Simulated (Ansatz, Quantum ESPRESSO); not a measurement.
An Ansatz (a program for electronic structure) input for a self-consistent single point of Nb₃Sn (Pm-3n, 8 atoms in the cell) (DFT, PBE, plane waves, default PAW files):

Ansatz 0.2 input:
```yaml
# Nb3Sn
crystal:
  lattice:
    - [5.400169, 0.000000, 0.000000]
    - [0.000000, 5.400169, 0.000000]
    - [0.000000, 0.000000, 5.400169]
  atoms:
    - { symbol: Nb, position: [0.250000, 0.000000, 0.500000] }
    - { symbol: Nb, position: [0.750000, 0.000000, 0.500000] }
    - { symbol: Nb, position: [0.500000, 0.750000, 0.000000] }
    - { symbol: Nb, position: [0.500000, 0.250000, 0.000000] }
    - { symbol: Nb, position: [0.000000, 0.500000, 0.750000] }
    - { symbol: Nb, position: [0.000000, 0.500000, 0.250000] }
    - { symbol: Sn, position: [0.000000, 0.000000, 0.000000] }
    - { symbol: Sn, position: [0.500000, 0.500000, 0.500000] }
kpoints:
  mp_grid: { grid: [5, 5, 5] }
hamiltonian:
  xc: pbe
  pseudopotentials: { kind: paw }
scf:
  occupations: { method: gaussian, width: 0.1 eV }
output:
  forces: true
  eigenvalues: true
  stress: true
```

### Question
Write the same calculation as an input for Quantum ESPRESSO.

### Answer
One input that does it (others would too):

```fortran
&CONTROL
   calculation = 'scf',
   prefix = 'pwscf',
   outdir = './tmp/',
   pseudo_dir = './',
   tprnfor = .true.,
   tstress = .true.,
/
&SYSTEM
   ibrav = 1,
   celldm(1) = 10.204840437,
   nat = 8,
   ntyp = 2,
   ecutwfc = 55,
   ecutrho = 330,
   occupations = 'smearing',
   smearing = 'gauss',
   degauss = 0.0073499,
/
&ELECTRONS
   conv_thr = 1.0d-10,
   mixing_beta = 0.5,
/
ATOMIC_SPECIES
Nb    92.9064  Nb.pbe-spn-kjpaw_psl.1.0.0.UPF
Sn   118.7100  Sn.pbe-dn-kjpaw_psl.1.0.0.UPF
ATOMIC_POSITIONS {crystal}
Nb    0.250000000    0.000000000    0.500000000
Nb    0.750000000    0.000000000    0.500000000
Nb    0.500000000    0.750000000    0.000000000
Nb    0.500000000    0.250000000    0.000000000
Nb    0.000000000    0.500000000    0.750000000
Nb    0.000000000    0.500000000    0.250000000
Sn    0.000000000    0.000000000    0.000000000
Sn    0.500000000    0.500000000    0.500000000
K_POINTS {automatic}
5 5 5  0 0 0
```

Basis settings and potentials, where a program has them, do not carry over. This input uses DFT, PBE, plane waves, PSlibrary PAW (PBE) pseudopotentials. Both were run: pressure -6.66 GPa in Ansatz and -7.82 in Quantum ESPRESSO. Ansatz's pressure is the one without its finite-basis correction.

On Ansatz: the starting cell comes from a database of computed structures (which also holds hypothetical and non-ambient phases and stackings), without a prior relaxation at this level. Its lattice was rescaled by a random factor within 2.5 % of one. Spin polarisation is off. With a pressure of about -7 GPa the cell is away from its equilibrium volume at this level.

On Quantum ESPRESSO: the starting cell comes from a database of computed structures (which also holds hypothetical and non-ambient phases and stackings), without a prior relaxation at this level. Its lattice was rescaled by a random factor within 2.5 % of one. Spin polarisation is off. With a pressure of about -8 GPa the cell is away from its equilibrium volume at this level.
